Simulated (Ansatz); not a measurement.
Consider a 14-atom supercell of ZnCu in the CsCl type structure (space group Pm-3m, No. 221; a = 2.9638 Å) at its relaxed geometry.

Calculations: PBE (Ansatz, a program for electronic structure, PAW, no spin-orbit coupling).

For the base:

* **Mean distance from the defect site to its nearest host atoms**: 257 pm
* **Pressure**: 0.0 GPa

Now apply this change: one Cu atom is removed, atoms relaxed at fixed cell, starting from a slightly rattled geometry.

Question: Estimate the effect on the mean distance from the defect site to its nearest host atoms.

Answer: The mean distance from the defect site to its nearest host atoms falls by 18 pm to 239 pm.

Question: Predict the new largest displacement of a host atom from its site in the perfect cell.

Answer: The largest displacement of a host atom from its site in the perfect cell amounts to 0.21 Å.

Question: Estimate the effect on the pressure.

Answer: The pressure goes from zero to -3.7 GPa.

In so small a cell the defect repeats every few ångströms: this is an ordered compound, not a dilute defect. The final runs are not spin-polarised. The defect cell is not spin-polarised.
